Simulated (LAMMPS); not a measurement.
MD of NiAl (CsCl type) at zero pressure, 4394 atoms, as a liquid; each row is its own run.

Method: classical MD, pair style eam/alloy, file NiAlH_jea.eam.alloy (LAMMPS).

| T (K) | D(Al) (cm²/s) |
|---|---|
| 1040 | 1.25e-5 |
| 1330 | 3.46e-5 |
| 1520 | 5.38e-5 |
| 1900 | 9.43e-5 |
| 2090 | 0.000114 |
| 2380 | 0.000155 |
| 2660 | 0.000188 |

Question: Fit an Arrhenius law, ln y = a + b / x, to these rows (x is the first column, y the second) and predict the run at x = 1710.

Answer: Least squares gives a = -6.8514 and b = -4586. The slope times kB gives an activation energy of 0.40 eV. At x = 1710 the fit predicts 7.24e-5 cm²/s. The run itself gave (7.1 ± 0.2) × 10^-5 cm²/s, so the fit is 1.7 % high, within the run's error.

Caution: a run this short can hold a crystal over, or a liquid under, the potential's own melting point, which these runs don't give.

Errors of D are the spread over four groups of atoms in one short run; a floor of about 5 %, a picked value, is safer.
